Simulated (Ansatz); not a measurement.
A periodic model of amorphous Hf18O35F2:

```
CELL_PARAMETERS angstrom
      8.93303     0.00000     0.00000
      0.00000     8.93303     0.00000
      0.00000     0.00000     8.93303
ATOMIC_POSITIONS crystal
  Hf 0.02723 0.99897 0.12039
  Hf 0.23251 0.56094 0.70278
  Hf 0.27978 0.74060 0.08920
  Hf 0.53348 0.62143 0.43169
  Hf 0.50079 0.82829 0.76288
  Hf 0.33039 0.99963 0.41216
  Hf 0.87992 0.77725 0.78954
  Hf 0.00770 0.46355 0.99972
  Hf 0.25982 0.19522 0.79096
  Hf 0.97649 0.63687 0.36911
  Hf 0.75742 0.94044 0.46558
  Hf 0.62825 0.44329 0.78651
  Hf 0.52572 0.27888 0.51138
  Hf 0.78915 0.25386 0.22936
  Hf 0.46948 0.05129 0.06238
  Hf 0.65842 0.65657 0.10264
  Hf 0.40888 0.39648 0.17007
  Hf 0.83568 0.14680 0.83966
  O  0.53545 0.90078 0.50368
  O  0.54087 0.49167 0.98926
  O  0.42882 0.02894 0.82904
  O  0.14938 0.39041 0.83377
  O  0.76493 0.96737 0.69859
  O  0.21209 0.51518 0.10672
  O  0.57023 0.83941 0.99907
  O  0.22123 0.95419 0.01787
  O  0.85957 0.64361 0.01484
  O  0.93064 0.44802 0.24245
  O  0.97004 0.21863 0.06504
  O  0.39499 0.43927 0.40511
  O  0.67876 0.67720 0.77229
  O  0.39572 0.90124 0.22422
  O  0.89801 0.77137 0.54576
  O  0.64776 0.22930 0.71785
  O  0.33947 0.70751 0.86773
  O  0.89424 0.93907 0.95069
  O  0.67458 0.15761 0.05084
  O  0.11328 0.55201 0.51225
  O  0.72503 0.72302 0.32112
  O  0.71955 0.17652 0.43586
  O  0.40449 0.38935 0.71458
  O  0.65251 0.47621 0.55180
  O  0.86284 0.01148 0.27578
  O  0.04613 0.12823 0.75928
  O  0.06099 0.65385 0.82474
  O  0.08491 0.77638 0.22286
  O  0.83621 0.38267 0.86320
  O  0.34535 0.23861 0.01201
  O  0.63893 0.42550 0.24049
  O  0.44544 0.63754 0.21531
  O  0.34040 0.15399 0.57408
  O  0.40796 0.68053 0.60465
  O  0.45234 0.17887 0.28637
  F  0.19142 0.87541 0.52651
  F  0.15045 0.09813 0.30538
```

Methods: PBE, scalar-relativistic without spin-orbit coupling (Ansatz, an electronic-structure program); r2SCAN, scalar-relativistic without spin-orbit coupling (Ansatz); HSE06, scalar-relativistic without spin-orbit coupling (Ansatz). Neutral PBE cell, which sets geometry, pressure and energy: sampling: a 2×2×2 Γ-centred mesh; Fermi-Dirac width 0.02 eV; no spin polarisation. Exact exchange is cut at the faces of this 9 Å cell, which leaves hybrid gaps a finite-size error.

Preparation: random packing, a CHGNet melt and quench, and a DFT relaxation. O and F atoms were pushed apart under 1.9 Å during the dynamics, to hinder bonds among them. The hot cell started wider than the set density and was brought back towards it in steps. It is the lowest in DFT energy of 2 quenches. It is a model cell: composition and starting density were chosen by hand, and all elements were melted together. No dispersion term was used. Its density started from a set value of 8.88 and ended at 8.88 g/cm³. Cooling (nominally 300 K/ps over its main leg) ran many orders faster than in experiment, which tends to leave more defects and strain. A cell of this size samples the disorder only roughly. The volume was held where the preparation left it. Cycles of charging lowered its energy after that relaxation.

Problem. Give the pressure and the spacing of the highest filled and lowest empty levels.

Solution. 
| Item | Value |
|---|---|
| Pressure on a 2×2×2 Γ-centred mesh | 2.05 GPa |
| Largest force and stress component on that mesh (the relaxation ran on the zone centre alone) | 0.13 eV/Å and 3.4 GPa |
| Level gap on a 2×2×2 Γ-centred mesh (PBE) | 3.93 eV |
| Level gap at the zone centre (PBE) | 3.99 eV |
| Level gap at the zone centre (r2SCAN) | 4.45 eV |
| Level gap at the zone centre (HSE06) | 5.53 eV |
| Distance between the nearest levels spread over more than a fifth of the atoms or a third of the atoms of their main element (six at least) (PBE, zone centre) | 4.17 eV |

Problem. At PBE and the zone centre, how localised are the states just below and above the Fermi level (participation number: the atoms over which a state spreads)?

Solution. The highest filled state is spread over 4.4 atoms' worth, largest on O44, with weights by element (charge in smoothed Voronoi cells) O 0.94, Hf 0.05, F 0.00. The lowest empty state is spread over 24.9 atoms' worth, largest on Hf11, with weights by element (charge in smoothed Voronoi cells) Hf 0.56, O 0.42, F 0.03.

At PBE the levels at the filled edge of the gap are localised (band-tail or defect states).

Bonds are counted up to Hf-Hf 3.34 Å, Hf-O 2.70 Å, Hf-F 2.55 Å, O-O 1.58 Å, O-F 1.48 Å, F-F 1.37 Å. Two cations that share two anions don't count as bonded, nor two that share one unless they lie closer than Hf-Hf 3.25 Å.

Added carriers, by PBE, scalar-relativistic without spin-orbit coupling (Ansatz) on the zone centre alone. Charged cells keep the cell fixed and stand in a uniform background, with no image correction, at a width of 0.01 eV; where the count is odd the moment is locked at 1 μB, unless the neutral cell bore moments. Each starts from the undistorted neutral geometry alone. PBE's self-interaction favours spread-out carriers, so it can miss traps that a hybrid finds.

Problem. What happens at PBE when the cell takes an extra electron and the atoms relax?

Solution. Relaxation lowers the charged cell by 0.12 eV. The largest moves are O23 0.21 Å, O19 0.12 Å, Hf5 0.12 Å, O51 0.10 Å. The level that holds the added charge spreads over 9.7 atoms' worth, most on Hf11 (weight 0.29): a partly localised carrier. Bonds formed: Hf5-O23. Made neutral again at that geometry, the cell lies +0.27 eV from the neutral start.

Problem. What happens at PBE when the cell takes a hole and the atoms relax?

Solution. Relaxation lowers the charged cell by 0.45 eV. The largest moves are O23 0.28 Å, F54 0.24 Å, O44 0.23 Å, Hf9 0.21 Å. The level that was emptied spreads over 2.7 atoms' worth, most on O44 (weight 0.55): a localised (trapped) carrier, which neighbours of that atom can share. No bond crosses its cut-off with a change of over 0.15 Å (metal-metal contacts aside). Made neutral again at that geometry, the cell lies +1.11 eV from the neutral start.
